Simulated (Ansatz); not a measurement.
We consider CaScHO2 (model structure, started from the SrVO2H type, P4/mmm, No. 123, 5 atoms in the cell), described by LDA (plane waves, PAW; Ansatz, a first-principles code).

Settings: plane-wave cutoff 520 eV, 8×8×10 k mesh (along the axes of the cell as run), Fermi–Dirac smearing 0.01 eV, scalar-relativistic PAW data made under PBE.

Cell (relaxed with PBEsol):

```cif
data_HCaO2Sc
_chemical_formula_sum 'Ca1 Sc1 O2 H1'
_space_group_name_H-M_alt 'P4/mmm'
_space_group_IT_number 123
_space_group_name_Hall '-P 4 2'
_cell_length_a 4.04639
_cell_length_b 4.04639
_cell_length_c 3.69933
_cell_angle_alpha 90.000
_cell_angle_beta 90.000
_cell_angle_gamma 90.000
loop_
_atom_site_label
_atom_site_type_symbol
_atom_site_symmetry_multiplicity
_atom_site_Wyckoff_symbol
_atom_site_fract_x
_atom_site_fract_y
_atom_site_fract_z
_atom_site_occupancy
Ca1 Ca 1 d 0.50000 0.50000 0.50000 1
Sc1 Sc 1 a 0.00000 0.00000 0.00000 1
O1 O 2 f 0.00000 0.50000 0.00000 1
H1 H 1 b 0.00000 0.00000 0.50000 1
```

Problem. Predict the band gap, smallest direct gap on the k points sampled and direct gap at Γ.

Solution. 
* **band gap**: 1.91 eV (indirect)
* **smallest direct gap on the k points sampled**: 2.35 eV
* **direct gap at Γ**: 3.98 eV

Note: the relaxation could raise the start's symmetry but not lower it, so the cell can be a saddle point; cell and atoms aren't relaxed at this level (pressure -4.1 GPa).

Static lattice: no zero-point or thermal effects.

Cost on a shared machine: roughly 5 core-seconds.

A model structure was made by putting elements into a prototype or built by hand; it is no filed structure, need not be a known phase, and can be a saddle point held by its symmetry.
